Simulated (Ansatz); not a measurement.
This concerns the formation energy of NbAs (I4₁md) from the elements. Reaction: As (R-3m) + Nb (bcc) → NbAs (I4₁md). Negative: the products are lower in energy. The value is per atom of the solid.

NbAs (I4₁md), 4 atoms in the cell; this is a cell from a database of computed structures that this text hasn't matched to a measured one; spin state with PBE: run without spin, k-point mesh 10×10×10 on the run's own vectors.
```
CELL_PARAMETERS angstrom
      0.00000    -3.43977     0.00000
      3.43977     0.00000     0.00000
     -1.71989     1.71989     5.77938
ATOMIC_POSITIONS crystal
  Nb 0.24912 0.74912 0.49825
  Nb 0.49912 0.49912 0.99825
  As 0.66788 0.16788 0.33575
  As 0.91788 0.91788 0.83575
```

As (R-3m), 2 atoms in the cell, k-point mesh 12×12×12 on the run's own vectors. Conventional cell: a = b = 3.7838 Å, c = 10.1036 Å, α = β = 90.00°, γ = 120.00°.

Nb (bcc, Im-3m), 1 atom in the cell; spin state with PBE: run without spin, k-point mesh 26×26×26 on the run's own vectors. Conventional cell: a = b = c = 3.267 Å, α = β = γ = 90.00°.

Plane-wave PAW calculations with Ansatz (a quantum-chemistry and plane-wave program), its default PAW set, cutoff 420 eV, 500 eV for r2SCAN. The structures are at rest with PBE+D3(BJ); other levels are single points on them. HSE06 runs on coarser k-point meshes, mended by the PBE difference between the two meshes. Some cells are metallic or hold partly filled levels, where a hybrid on a coarse mesh is less sure. Neutral cells; Fermi-Dirac smearing of at most 0.10 eV in the solids, energies taken to zero width. The lattices are those relaxed with PBE+D3(BJ), so at other levels the solids can be strained, which adds to the spread. A dispersion term (D3(BJ), or D4 for r2SCAN) was computed beside these levels and is taken off wherever the name lacks it. No zero-point or thermal terms.

Question: What value does PBE+D3(BJ) give?

Answer: -0.74 eV/atom, for As (R-3m) + Nb (bcc) → NbAs (I4₁md).

Question: How does the value move with the functional?

Answer: 
```csv
Level,value (eV/atom),less PBE+D3(BJ)
r2SCAN,-0.80,-0.06
r2SCAN+D4,-0.82,-0.08
HSE06,-0.88,-0.14
```

The levels span 0.14 eV/atom, from HSE06 (-0.88) to PBE+D3(BJ) (-0.74).
